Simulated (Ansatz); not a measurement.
**Pressure series in InSe**

Take InSe in the beta-GaS type structure (space group P6_3/mmc, No. 194; a = 4.032 Å, c = 16.764 Å; layered, stacked along the Cartesian z axis) as the base.

Cell and atoms are relaxed at each pressure.

Calculations: Kohn–Sham DFT with the PBE-D3(BJ) functional, run in Ansatz (a quantum-chemistry and plane-wave program) with PAW and 420 eV plane waves, no SOC.

For the base:

```
Quantity   Result
--------  -------
Band gap  0.37 eV
```

**Question.** The aim is a band gap between 0.54 eV and 0.59 eV. Which of these changes reaches it?
(A) pressure 7.5 GPa
(B) pressure −1 GPa
(C) pressure 10 GPa
(D) pressure 3 GPa

**Answer.** D, pressure 3 GPa. It gives 0.57 eV; pressure 7.5 GPa gives 0.84 eV; pressure −1 GPa gives 0.42 eV; pressure 10 GPa gives 0.65 eV. Changes not listed may reach it too

Load acts through the strain it causes; cell and atoms are relaxed under it. Stability against distortions was not tested. Competing high-pressure phases were not computed.
